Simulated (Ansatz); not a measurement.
# Short convergence ladders for Mo2N (Imm2, 6 atoms in the cell)

```xyz
6
Lattice="-2.1342 2.1342 3.9870 2.1342 -2.1342 3.9870 2.1342 2.1342 -3.9870" Properties=species:S:1:pos:R:3 pbc="T T T"
Mo     0.0000     2.1342     3.9330
Mo     0.0000     0.0000     1.8895
Mo     0.0000     0.0000     6.0845
Mo     0.0000     2.1342     0.1040
N      2.1342     0.0000     1.9935
N      0.0000     0.0000     3.9870
```

Base method: PBEsol, default PAW files made with PBE (plane waves; Ansatz, a program for electronic structure).

Base settings: basis.ecutwfc = 420 eV; kpoints.mp_grid.grid = 7 7 7; hamiltonian.xc = pbesol; hamiltonian.pseudopotentials = {kind: paw} (the program's default PAW files); scf.occupations.method = gaussian; scf.occupations.width = 0.1 eV.

The count of work is k-points × plane waves × bands × iterations; it is no time. 

**The k-point mesh**

Only quantities that move along the ladder and can be compared are tabulated.

| kpoints.mp_grid.grid | free energy less the last step's (meV/atom) | pressure (GPa) | largest difference of a force vector from the last step's (eV/Å) | count of work / last |
|---|---|---|---|---|
| 2 2 2 | 207.79 | -6.64 | 0.400 | 0.0080 |
| 3 3 3 | -0.53 | -9.35 | 0.178 | 0.011 |
| 4 4 4 | 19.67 | -8.65 | 0.133 | 0.025 |
| 6 6 6 | 0.94 | -9.06 | 0.118 | 0.063 |
| 7 7 7 | 0.89 | -9.04 | 0.109 | 0.088 |
| 9 9 9 | 0.19 | -9.07 | 0.014 | 0.17 |
| 14 14 14 | -0.04 | -9.08 | 0.007 | 0.59 |
| 17 17 17 | 0.00 | -9.07 | 0.000 | 1.0 |

Coarsest kpoints.mp_grid.grid that holds the pressure within 0.05 GPa of the last step, with all finer ones: 6 6 6, at 0.063 of the last step's count of work; the step before is off by 0.42 GPa.

Coarsest kpoints.mp_grid.grid that holds the free energy within 2 meV/atom of the last step, with all finer ones: 6 6 6, at 0.063 of the last step's count of work; the step before is off by 20 meV/atom.

**The k-point mesh at a smearing width of 0.3 eV**

In this ladder: scf.occupations.width = 0.3 eV.

Only quantities that move along the ladder and can be compared are tabulated.

```csv
kpoints.mp_grid.grid,free energy less the last step's (meV/atom),pressure (GPa),largest difference of a force vector from the last step's (eV/Å),count of work / last
4 4 4,14.67,-8.37,0.026,0.014
5 5 5,-2.82,-8.92,0.022,0.020
6 6 6,0.65,-8.80,0.044,0.035
8 8 8,-0.20,-8.83,0.006,0.071
17 17 17,0.00,-8.82,0.000,0.55
21 21 21,0.00,-8.82,0.000,1.0
```

Coarsest kpoints.mp_grid.grid that holds the free energy within 0.5 meV/atom of the last step, with all finer ones: 8 8 8, at 0.071 of the last step's count of work; the step before is off by 0.65 meV/atom.

Coarsest kpoints.mp_grid.grid that holds the pressure within 0.2 GPa of the last step, with all finer ones: 5 5 5, at 0.020 of the last step's count of work; the step before is off by 0.45 GPa.

Coarsest kpoints.mp_grid.grid that holds the forces within 0.005 eV/Å of the last step, with all finer ones: 17 17 17; the step before is off by 0.006 eV/Å.

**The width of cold smearing**

In this ladder: kpoints.mp_grid.grid = 12 12 12; scf.occupations.method = cold.

Narrow widths need finer meshes than wide ones, so the last steps can hold mesh noise.

Only quantities that move along the ladder and can be compared are tabulated; pressure and forces are left out, as mesh noise rules them at narrow widths.

| scf.occupations.width | free energy less the last step's (meV/atom) |
|---|---|
| 1 eV | -15.85 |
| 0.5 eV | -6.23 |
| 0.3 eV | -1.71 |
| 0.1 eV | 0.00 |

Widest scf.occupations.width that holds the free energy within 5 meV/atom of the last step, with all finer ones: 0.3 eV; the step before is off by 6.2 meV/atom.

On the base run: the starting cell comes from a database of computed structures (which also holds hypothetical and non-ambient phases and stackings), without a prior relaxation at this level. Its lattice was rescaled by up to half a per cent. One atom was moved a little off its site on purpose. Spin polarisation is off. In the base run, with a pressure of about -9 GPa the cell is away from its equilibrium volume at this level. Ansatz's pressure includes its estimate of the finite-basis (Pulay) stress.

Left out of this page: 2 runs of the series outside the window shown, repeating another row's setting, or not comparable.

Keys are those of Ansatz 0.2.
